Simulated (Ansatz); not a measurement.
Input for (K,Na)NbO3 alloy cell KNa3Nb4O12 (perovskite start):

Ansatz 0.2 input:
```yaml
crystal:
  lattice:
    - [4.064960072, 4.060300279, 0.018507637]
    - [-4.042263599, 4.037644901, -0.002027888]
    - [0.020563048, 0.016475257, 8.07841758]
  atoms:
    - { symbol: Na, position: [-0.047829316, -0.003281427, -0.018252673] }
    - { symbol: Na, position: [-0.048055414, -0.002858342, 0.477896939] }
    - { symbol: Na, position: [0.452425336, 0.509686041, -0.017404388] }
    - { symbol: K, position: [0.489629899, 0.503787439, 0.495381121] }
    - { symbol: Nb, position: [0.480529216, 0.002802758, 0.239615231] }
    - { symbol: Nb, position: [0.478923352, 0.002868695, 0.743356853] }
    - { symbol: Nb, position: [-0.017636289, 0.499521317, 0.239495253] }
    - { symbol: Nb, position: [-0.019796166, 0.498075647, 0.742415443] }
    - { symbol: O, position: [0.524893492, -0.005637471, 0.005005576] }
    - { symbol: O, position: [0.519230619, 0.004022956, 0.506846629] }
    - { symbol: O, position: [0.018858929, 0.504298577, 0.004771989] }
    - { symbol: O, position: [0.013709789, 0.496973169, 0.506365612] }
    - { symbol: O, position: [0.254746781, 0.761035854, 0.25657193] }
    - { symbol: O, position: [0.250954467, 0.761980702, 0.760450909] }
    - { symbol: O, position: [0.778783672, 0.236723589, 0.25521161] }
    - { symbol: O, position: [0.779279285, 0.232814686, 0.759268128] }
    - { symbol: O, position: [0.27648117, 0.263611498, 0.249097317] }
    - { symbol: O, position: [0.278467461, 0.266130253, 0.764187533] }
    - { symbol: O, position: [0.759100466, 0.744432449, 0.257890683] }
    - { symbol: O, position: [0.750928946, 0.7374469, 0.758510125] }
basis:
  ecutwfc: 420
  ecutrho_ratio: 4
  xc_grid: 2
kpoints:
  mp_grid: { grid: [4, 4, 3] }
hamiltonian:
  xc: pbe
  dispersion: none
  pseudopotentials: { kind: paw }
scf:
  n_extra_bands: 14
  occupations: { method: fermi_dirac, width: 0.01 }
output:
  forces: true
  stress: true
  eigenstates:
    kpoints:
      - [0.0, 0.0, 0.0]
    e_range: [-4.0, 6.0]
    localisation: true
relax:
  f_tol: 0.03
  max_steps: 90
  cell: { stress_tol: 0.15 }
```

Calculation: PBE (plane waves to 420 eV, PAW; Ansatz, a quantum-chemistry and plane-wave program). No spin–orbit coupling; the runs are not spin-polarised. Its k-point mesh 4×4×3, Fermi–Dirac width 0.01 eV.

### Question
What does the end of the output print (band table and long remarks left out, numbers rounded to eight decimals)?

### Answer
```
SCF converged after 6 iterations
Free energy (F): -31035.820590 eV
Harris-Foulkes:  -31035.820590 eV  (|F-HF|=4.77e-10)
Internal energy: -31035.820590 eV  (E = F + TS)
E sigma→0 (E₀):  -31035.820590 eV
Fermi energy:    8.316094 eV
--- Per-component energies (eV) ---
  E_band       = -1399.890514
  E_kinetic    = 4294.251356
  E_local      = -11973.356555  (includes V_loc(G=0)·N_el)
  E_nonlocal   = 1390.174109
  E_hartree    = 4093.834970
  E_xc         = -1843.817973
  E_vxc        = -2301.397452  (∫ρ·V_xc dr)
  E_paw        = -15753.782322  (= ΣΔE_a)
  E_vpaw       = -997.261789  (= ΣTr[D̂ρ^β])
  E_aug_tail   = 0.029289  (compensation charges beyond the density's cutoff)
  E_ewald      = -11243.153463
  E_smearing   = 0.000000  (= −TS)
  E_closure    = 0.000000  (closes the sum)
  Σ components = -31035.820590   (vs F -31035.820590, Δ=0.00e0)
--- Forces (eV/Å), atoms counted from 1 ---
  atom   1  Na    -0.00521068    -0.00021890     0.00150400
  atom   2  Na    -0.00037923    -0.00100501    -0.00117521
  atom   3  Na     0.00279666     0.00439051     0.00043251
  atom   4  K     -0.00287677    -0.00671129    -0.00107752
  atom   5  Nb     0.00903268     0.00295598     0.00256110
  atom   6  Nb     0.00938371     0.00520023    -0.00140593
  atom   7  Nb    -0.00539021    -0.00296050     0.00184102
  atom   8  Nb    -0.00450578    -0.00203780     0.00068028
  atom   9  O     -0.00383202    -0.00419720    -0.00247565
  atom  10  O      0.00237863     0.00099923     0.00218527
  atom  11  O      0.00175430     0.00286852    -0.00485054
  atom  12  O     -0.00289346    -0.00702050     0.00309502
  atom  13  O      0.00174380     0.00178014    -0.00217179
  atom  14  O      0.00017676     0.00094096     0.00322295
  atom  15  O     -0.00372371     0.00174804     0.00124806
  atom  16  O     -0.00350635     0.00326822    -0.00136675
  atom  17  O      0.00268086     0.00281935    -0.00372726
  atom  18  O      0.00248416     0.00262045     0.00213085
  atom  19  O     -0.00040053    -0.00318465     0.00110239
  atom  20  O      0.00036125    -0.00223857    -0.00173370
  max |Σ_I F_I| component: 7.41e-5 eV/Å
--- Stress (GPa, compression-positive) ---
        0.005502       0.001572       0.003972
        0.001572       0.013684      -0.002700
        0.003972      -0.002700       0.001250
  P = ⅓ Tr σ = 0.0068 GPa (0.068 kbar)
--- Relaxed structure (11 steps of the walk, 10 accepted, 2 SCFs on fresh bases) ---
  F+E_penalty+E_count = -31035.82058957 eV   max|allowed force component| = 9.380e-3 eV/Å   (the final SCF, on the basis selected at the relaxed cell)
  cell:  # Å, volume = 255.5461 Å³
    - [3.99417645, 4.09937463, 8.76863439e-6]
    - [-3.96284374, 4.06745873, 0.00015105]
    - [0.00018067, 0.00084809, 7.86505568]
  atoms:
    - { symbol: Na, position: [-0.04606650, -0.02944585, -0.00086224] }
    - { symbol: Na, position: [-0.04022940, -0.02111060, 0.49925217] }
    - { symbol: Na, position: [0.46917558, 0.50661349, -0.00078145] }
    - { symbol: K, position: [0.48976102, 0.50397857, 0.49933879] }
    - { symbol: Nb, position: [0.47365143, -0.00047232, 0.24901686] }
    - { symbol: Nb, position: [0.47361193, -0.00051123, 0.74952705] }
    - { symbol: Nb, position: [-0.02105470, 0.49014099, 0.24604008] }
    - { symbol: Nb, position: [-0.02112145, 0.49001265, 0.75229112] }
    - { symbol: O, position: [0.50814095, -0.03635392, -0.00059866] }
    - { symbol: O, position: [0.53378787, 0.02599182, 0.49940367] }
    - { symbol: O, position: [0.03174749, 0.54164275, -0.00060016] }
    - { symbol: O, position: [0.00849698, 0.46986225, 0.49940518] }
    - { symbol: O, position: [0.23544630, 0.78801180, 0.27082242] }
    - { symbol: O, position: [0.23545280, 0.78789663, 0.72794394] }
    - { symbol: O, position: [0.78690494, 0.23409596, 0.22510746] }
    - { symbol: O, position: [0.78679512, 0.23404017, 0.77362387] }
    - { symbol: O, position: [0.28962024, 0.28127468, 0.23299720] }
    - { symbol: O, position: [0.28949562, 0.28116232, 0.76587225] }
    - { symbol: O, position: [0.74504804, 0.73385148, 0.25553250] }
    - { symbol: O, position: [0.74496144, 0.73375365, 0.74334976] }
```

Cost: very roughly 8 core-minutes.
